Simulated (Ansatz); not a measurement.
**CdSe (F-43m): band-edge transport data**

Input:

```
CELL_PARAMETERS angstrom
      0.00000     3.04073     3.04073
      3.04073     0.00000     3.04073
      3.04073     3.04073     0.00000
ATOMIC_POSITIONS crystal
  Cd 0.00000 0.00000 0.00000
  Se 0.75000 0.75000 0.75000
```

Method: PBEsol with spin-orbit coupling, rigid bands (plane waves, PAW; Ansatz, a program for electronic structure). Condition of this run: spin-orbit coupling switched on. How the cell was made: cell and atoms relaxed with PBEsol.

| Quantity | Value |
|---|---|
| band gap | 0.36 eV |
| hole conductivity mass (300 K, dilute) | 0.76 mₑ |
| effective density of states N_v (300 K) | 2.8e19 cm⁻³ |
| density-of-states mass, holes | 1.08 mₑ |
| Seebeck coefficient, p-type 1e19 cm⁻³, 300 K | 305 μV/K |

Rigid bands; masses and Seebeck coefficients take one relaxation time τ for all states and one kind of carrier; polarons and phonon drag are left out.
